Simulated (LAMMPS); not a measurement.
Molecular dynamics of CdSe (zinc blende), 216 atoms, at 1350 K and 0 GPa, heated as the crystal.

Level of theory: classical MD, pair style bop, file CdTeSe.bop.table; code LAMMPS.

Starting crystal:

```
CdSe
1.0
    6.05000     0.00000     0.00000
    0.00000     6.05000     0.00000
    0.00000     0.00000     6.05000
Cd Se
4 4
Direct
  0.00000   0.00000   0.00000
  0.00000   0.50000   0.50000
  0.50000   0.00000   0.50000
  0.50000   0.50000   0.00000
  0.25000   0.25000   0.75000
  0.25000   0.75000   0.25000
  0.75000   0.25000   0.25000
  0.75000   0.75000   0.75000
```

Problem. Predict the state found, the most common Se-Cd-Se angle, the enthalpy per atom.

Solution. state found: crystal; no diffusion seen in 15 ps; most common Se-Cd-Se angle: in the 3° bin centred on 109.5° (mean of all 109°); enthalpy per atom: -2.159 ± 0.001 eV.

Caution: in nature this polymorph isn't the stable one over the whole range of temperature at this pressure, and short runs keep a crystal in its starting form. Caution: a run this short can hold a crystal over, or a liquid under, the potential's melting point.
